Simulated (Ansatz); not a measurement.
Input:

End structure of the (322) surface of germanium in its 1x1 cell, relaxed from an ideal cut (the real face may reconstruct), outermost plane spacing 0.35 Å in the ideal cut:

```yaml
crystal:
  lattice:
    - [4.07294, 0.00000, 0.00000]
    - [0.00000, 16.79314, 0.00000]
    - [0.00000, 0.00000, 28.00000]
  atoms:
    - { symbol: Ge, position: [0.50000, 0.33418, 0.31696] }
    - { symbol: Ge, position: [0.50000, 0.19062, 0.30144] }
    - { symbol: Ge, position: [0.00000, 0.56483, 0.30345] }
    - { symbol: Ge, position: [0.00000, 0.41850, 0.33114] }
    - { symbol: Ge, position: [0.50000, 0.75282, 0.36197] }
    - { symbol: Ge, position: [0.50000, 0.60577, 0.35273] }
    - { symbol: Ge, position: [0.00000, 0.98015, 0.35840] }
    - { symbol: Ge, position: [0.00000, 0.83324, 0.38126] }
    - { symbol: Ge, position: [0.50000, 0.17794, 0.39229] }
    - { symbol: Ge, position: [0.50000, 0.02763, 0.40325] }
    - { symbol: Ge, position: [0.00000, 0.38179, 0.41911] }
    - { symbol: Ge, position: [0.00000, 0.23474, 0.43148] }
    - { symbol: Ge, position: [0.50000, 0.59034, 0.44278] }
    - { symbol: Ge, position: [0.50000, 0.44170, 0.45638] }
    - { symbol: Ge, position: [0.00000, 0.79433, 0.46972] }
    - { symbol: Ge, position: [0.00000, 0.64744, 0.48128] }
    - { symbol: Ge, position: [0.50000, 0.99927, 0.49157] }
    - { symbol: Ge, position: [0.50000, 0.85367, 0.50843] }
    - { symbol: Ge, position: [0.00000, 0.20550, 0.51872] }
    - { symbol: Ge, position: [0.00000, 0.05861, 0.53028] }
    - { symbol: Ge, position: [0.50000, 0.41124, 0.54362] }
    - { symbol: Ge, position: [0.50000, 0.26261, 0.55722] }
    - { symbol: Ge, position: [0.00000, 0.61820, 0.56852] }
    - { symbol: Ge, position: [0.00000, 0.47116, 0.58089] }
    - { symbol: Ge, position: [0.50000, 0.82532, 0.59675] }
    - { symbol: Ge, position: [0.50000, 0.67500, 0.60771] }
    - { symbol: Ge, position: [0.00000, 0.01970, 0.61874] }
    - { symbol: Ge, position: [0.00000, 0.87279, 0.64160] }
    - { symbol: Ge, position: [0.50000, 0.24717, 0.64727] }
    - { symbol: Ge, position: [0.50000, 0.10012, 0.63803] }
    - { symbol: Ge, position: [0.00000, 0.43444, 0.66886] }
    - { symbol: Ge, position: [0.00000, 0.28811, 0.69655] }
    - { symbol: Ge, position: [0.50000, 0.66233, 0.69856] }
    - { symbol: Ge, position: [0.50000, 0.51876, 0.68304] }
```

Slab: 34 atoms, 11.5 Å thick at the start; k 6x2x1, smearing 0.025 eV, dipole-corrected; single point; on the structure that PBE left under its start's symmetry; no spin (no spin-polarised run to compare, though such a face may carry moments), no spin-orbit, no U. The slab shows no gap on its mesh.

Problem. Estimate the work function of the top face that r2SCAN, at the PBE geometry (Ansatz, a program for electronic structure) returns for this input.

Solution. 4.75 eV

Problem. What surface energy (mean of both faces) does r2SCAN, at the PBE geometry give?

Solution. 78 meV/Å²
